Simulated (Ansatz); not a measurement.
## AgAl (model structure, Fm-3m, No. 225, 2 atoms in the cell): properties by level of theory

```
level (code)     lattice constant a (Å)  bulk modulus (GPa)  cohesive energy (eV/atom)
---------------  ----------------------  ------------------  -------------------------
LDA (Ansatz)                      5.263                83.7                          …
PBE (Ansatz)                      5.408                64.8                       2.74
PBEsol (Ansatz)                   5.321                76.6                       3.19
r²SCAN (Ansatz)                       …                   …                       2.88
```

Q: Complete the blanks.

A: 
- LDA (Ansatz, a quantum-chemistry and plane-wave program), cohesive energy (eV/atom): 3.59
- r²SCAN (Ansatz), lattice constant a (Å): 5.367
- r²SCAN (Ansatz), bulk modulus (GPa): 69.4

Caveats: the bulk modulus is −V dP/dV from two relaxed cells at ±2 % in volume (LDA, PBE, PBEsol, r²SCAN). Ansatz's density-functional and Hartree–Fock values are scalar-relativistic unless marked +SOC, with PAW data made under PBE.

Free atoms are spin-polarised, in the lowest state found; at levels without +SOC their spin–orbit coupling is left out.

Computed values are for the static lattice.

A model structure was made by putting elements into a prototype or built by hand; it is no filed structure, need not be a known phase, and can be a saddle point held by its symmetry.
